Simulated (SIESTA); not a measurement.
A self-consistent single point of Hf (P1, 4 atoms in the cell) with SIESTA.

Computed with LDA PW92, numerical atomic orbitals TZP, PseudoDojo LDA standard norm-conserving potentials (rewritten from UPF to PSML) run with SIESTA.

```
CELL_PARAMETERS angstrom
      3.18216     0.00000     0.00000
     -1.59108     2.75583     0.00000
      0.00000     0.00000    10.23863
ATOMIC_POSITIONS crystal
  Hf 0.01086 0.00231 0.99253
  Hf 0.00081 0.00242 0.49747
  Hf 0.33778 0.67022 0.25433
  Hf 0.65055 0.32505 0.75568
```

Reference input (self-consistent single point, DFT, GGA PBE, numerical atomic orbitals TZP, PseudoDojo PBE standard norm-conserving potentials (rewritten from UPF to PSML)): XC.functional = GGA; XC.authors = PBE; potentials = PseudoDojo PBE standard; PAO.BasisSize = TZP; PAO.EnergyShift = 0.005 Ry; MeshCutoff = 300 Ry; kgrid.MonkhorstPack = 7 7 2; OccupationFunction = FD; ElectronicTemperature = 0.05 eV; MaxSCFIterations = 150; SCF.Mixer.Method = Broyden; SCF.Mixer.Weight = 0.25. This run's input differs from it in these lines:

```diff
@@ -1,2 +1,2 @@
-# files in the folder: Hf.psml (PseudoDojo PBE standard)
+# files in the folder: Hf.psml (PseudoDojo LDA standard)
 SystemName  Hf
@@ -23,4 +23,4 @@
 
-XC.functional                GGA
-XC.authors                   PBE
+XC.functional                LDA
+XC.authors                   PW92
 PAO.BasisSize                TZP
```

Log, with long lists cut:

```
        iscf     Eharris(eV)        E_KS(eV)     FreeEng(eV)     dDmax    Ef(eV) dHmax(eV)
   scf:    1    -6127.052684    -6141.137436    -6141.164555  1.430866 -3.874792  4.420607
   scf:    2    -6141.066682    -6141.385472    -6141.411782  0.084851 -4.037725  4.797699
   scf:    3    -6141.337749    -6141.721150    -6141.748022  0.048973 -4.064007  3.315488
   scf:    4    -6141.266163    -6141.771147    -6141.799793  0.079016 -4.252941  2.685487
   scf:    5    -6141.986285    -6142.078732    -6142.107846  0.036346 -4.313340  0.786918
   [... 11 lines left out ...]
   scf:   17    -6142.113977    -6142.113977    -6142.142446  0.000044 -4.335800  0.002278
   scf:   18    -6142.113976    -6142.113977    -6142.142447  0.000026 -4.335810  0.000788
   scf:   19    -6142.113976    -6142.113977    -6142.142447  0.000011 -4.335815  0.000325
   scf:   20    -6142.113977    -6142.113977    -6142.142447  0.000007 -4.335818  0.000205
SCF Convergence by DM+H criterion
max |DM_out - DM_in|         :     0.0000067727
max |H_out - H_in|      (eV) :     0.0002049107
SCF cycle converged after 20 iterations

Using DM_out to compute the final energy and forces

siesta: E_KS(eV) =            -6142.1140

siesta: E_KS - E_eggbox =     -6142.1140

siesta: Atomic forces (eV/Ang):
     1   -0.091012   -0.035390    0.421564
     2   -0.014426   -0.013189    0.099074
     3    0.001070   -0.005253   -0.163589
     4    0.104351    0.053556   -0.357878
   Tot   -0.000017   -0.000275   -0.000829
   Max    0.421564
   Res    0.174660    sqrt( Sum f_i^2 / 3N )
   Max    0.421564    constrained

Stress tensor Voigt[x,y,z,yz,xz,xy] (kbar):       84.95       87.93       88.14        0.71        1.52       -2.64
(Free)E + p*V (eV/cell)    -6147.0185
   [... lines left out ...]
siesta: FreeEng =     -6142.142447
siesta: Cell volume =         89.787720 Ang**3
siesta:         -87.00863690        -72.00801546  kBar
   [... lines left out ...]
              0.275   0.242   0.607   0.535   0.656   0.535   0.618  -0.088

             -0.052  -0.150  -0.055  -0.089   0.068   0.029   0.182   0.034

              0.062

mulliken: Qtot =       48.000

Mulliken Atomic Populations:
Atom #   charge [q] valence [e]  Species
     1     0.025295   11.974705  Hf
     2     0.016545   11.983455  Hf
     3    -0.024210   12.024210  Hf
     4    -0.017630   12.017630  Hf
 Total     0.000000
```

The run converged in 20 iterations. Against the reference run the pressure goes from 0.81 to -8.70 GPa and the largest force goes from 0.597 to 0.433 eV/Å.

The starting cell was generated: these elements placed on a structure prototype, without a prior relaxation; it need not be a known phase or ordering of this composition. Its atoms were displaced at random from the sites of space group no. 194. Values carry the incompleteness of an atom-centred basis. With a pressure of about -9 GPa the cell is away from its equilibrium volume at this level.

Cost on one core of a shared machine: roughly 60 s.
